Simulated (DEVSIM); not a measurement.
Structure: Co/Si3N4/p-GaSb capacitor, at 300 K.

| layer (left to right) | material | thickness (nm) | Na (cm⁻³) |
|---|---|---|---|
| 1 | Si3N4 | 32.0 | - |
| 2 | GaSb | 1800 | 1.1e17 |

Metal gate on the left, work function 5 eV. Fixed charge at the semiconductor interface 4.7e10 cm⁻² (in units of +e); no interface traps.

Constants are typed, rounded textbook-type inputs, not results; the design itself was drawn at random and stands for no fabricated device. Values at 300 K.

| parameter | Si3N4 | GaSb |
|---|---|---|
| gap (eV) | 5.1 | 0.726 |
| affinity (eV) | 2.1 | 4.06 |
| permittivity | 7.5 | 15.7 |
| Nc (cm⁻³) | - | 2.1e17 |
| Nv (cm⁻³) | - | 1.8e19 |

DEVSIM, 1D Poisson equation in equilibrium, Boltzmann statistics, complete ionisation; no quantum confinement or tunnelling. Metal contacts follow the ideal Schottky-Mott rule: no Fermi-level pinning, no interface dipoles.

**Question.** Give the band bending (positive: bands bend down) and minority sheet density.

**Answer.** 
```json
[
 {"Vg (V)": "-1.4", "ψs (V)": "-0.117", "minority carriers (cm⁻²)": "< 1e8"},
 {"Vg (V)": "-1.1", "ψs (V)": "-0.107", "minority carriers (cm⁻²)": "< 1e8"},
 {"Vg (V)": "-0.8", "ψs (V)": "-0.095", "minority carriers (cm⁻²)": "< 1e8"},
 {"Vg (V)": "-0.5", "ψs (V)": "-0.080", "minority carriers (cm⁻²)": "< 1e8"},
 {"Vg (V)": "-0.2", "ψs (V)": "-0.060", "minority carriers (cm⁻²)": "< 1e8"},
 {"Vg (V)": "0.1", "ψs (V)": "-0.031", "minority carriers (cm⁻²)": "< 1e8"},
 {"Vg (V)": "0.4", "ψs (V)": "0.017", "minority carriers (cm⁻²)": "< 1e8"},
 {"Vg (V)": "0.7", "ψs (V)": "0.100", "minority carriers (cm⁻²)": "< 1e8"},
 {"Vg (V)": "1", "ψs (V)": "0.220", "minority carriers (cm⁻²)": "< 1e8"},
 {"Vg (V)": "1.3", "ψs (V)": "0.367", "minority carriers (cm⁻²)": "< 1e8"},
 {"Vg (V)": "1.6", "ψs (V)": "0.530", "minority carriers (cm⁻²)": "4.1e9"}
]
```
